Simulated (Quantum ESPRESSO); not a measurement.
Input and output of a self-consistent single point for SnSb (Fm-3m, 2 atoms in the cell) (Quantum ESPRESSO).

Level of theory: PBEsol, SSSP 1.1.2 efficiency (PBE) pseudopotentials (plane waves; Quantum ESPRESSO 7.5).

The change in words: lattice scaled by 0.98. Reference geometry:
```
SnSb
1.0
    0.00000     3.06931     3.06931
    3.06931     0.00000     3.06931
    3.06931     3.06931     0.00000
Sn Sb
1 1
Direct
  0.50000   0.50000   0.50000
  0.00000   0.00000   0.00000
```

Reference input (self-consistent single point, DFT, PBEsol, plane waves, SSSP 1.1.2 efficiency (PBE) pseudopotentials): ecutwfc = 40 Ry; ecutrho = 320 Ry; occupations = smearing; smearing = fd; degauss = 0.0073499 Ry; input_dft = pbesol; potentials = {Sn: Sn_pbe_v1.uspp.F.UPF, Sb: sb_pbe_v1.4.uspp.F.UPF}; K_POINTS = automatic 12 12 12 0 0 0; conv_thr = 1e-09 Ry. This run's input differs from it in these lines:

```diff
@@ -27,5 +27,5 @@
 CELL_PARAMETERS angstrom
-   0.000000000     3.069310000     3.069310000
-   3.069310000     0.000000000     3.069310000
-   3.069310000     3.069310000     0.000000000
+   0.000000000     3.007924000     3.007924000
+   3.007924000     0.000000000     3.007924000
+   3.007924000     3.007924000     0.000000000
 ATOMIC_POSITIONS crystal
```

Output, abridged:

```
     Self-consistent Calculation

     iteration #  1     ecut=    40.00 Ry     beta= 0.70

---- Real-time Memory Report at c_bands before calling an iterative solver
           155 MiB given to the printing process from OS
            59 MiB allocation reported by mallinfo(arena+hblkhd)
------------------

     total energy              =    -346.63808209 Ry
     estimated scf accuracy    <       2.14372548 Ry

     iteration #  2     ecut=    40.00 Ry     beta= 0.70

---- Real-time Memory Report at c_bands before calling an iterative solver
           195 MiB given to the printing process from OS
   [... lines left out ...]

---- Real-time Memory Report at c_bands before calling an iterative solver
           198 MiB given to the printing process from OS
            75 MiB allocation reported by mallinfo(arena+hblkhd)
------------------

     total energy              =    -347.39907751 Ry
     estimated scf accuracy    <          2.6E-09 Ry

     iteration #  9     ecut=    40.00 Ry     beta= 0.70

---- Real-time Memory Report at c_bands before calling an iterative solver
           198 MiB given to the printing process from OS
            75 MiB allocation reported by mallinfo(arena+hblkhd)
------------------
     End of self-consistent calculation

     the Fermi energy is    10.9129 ev

!    total energy              =    -347.39907751 Ry
     estimated scf accuracy    <          8.3E-10 Ry
     smearing contrib. (-TS)   =      -0.00225645 Ry
     internal energy E=F+TS    =    -347.39682105 Ry

     convergence has been achieved in   9 iterations

     Forces acting on atoms (cartesian axes, Ry/au):

     atom    1 type  1   force =     0.00000000    0.00000000   -0.00000000
     atom    2 type  2   force =    -0.00000000    0.00000000    0.00000000

     Total force =     0.000000     Total SCF correction =     0.000000

          total   stress  (Ry/bohr**3)                   (kbar)     P=       24.03
   0.00016333  -0.00000000  -0.00000000           24.03       -0.00       -0.00
  -0.00000000   0.00016333  -0.00000000           -0.00       24.03       -0.00
  -0.00000000  -0.00000000   0.00016333           -0.00       -0.00       24.03

   JOB DONE.
```

The run converged in 9 iterations. Against the reference run the free energy goes up by 5.0 meV/atom and the pressure goes from -1.28 to 2.40 GPa.

The starting cell comes from a database of computed structures (which also holds hypothetical and non-ambient phases and stackings), without a prior relaxation at this level. For this run, on top of that: lattice scaled by 0.98.

Cost on one core of a shared machine: roughly 40 s.
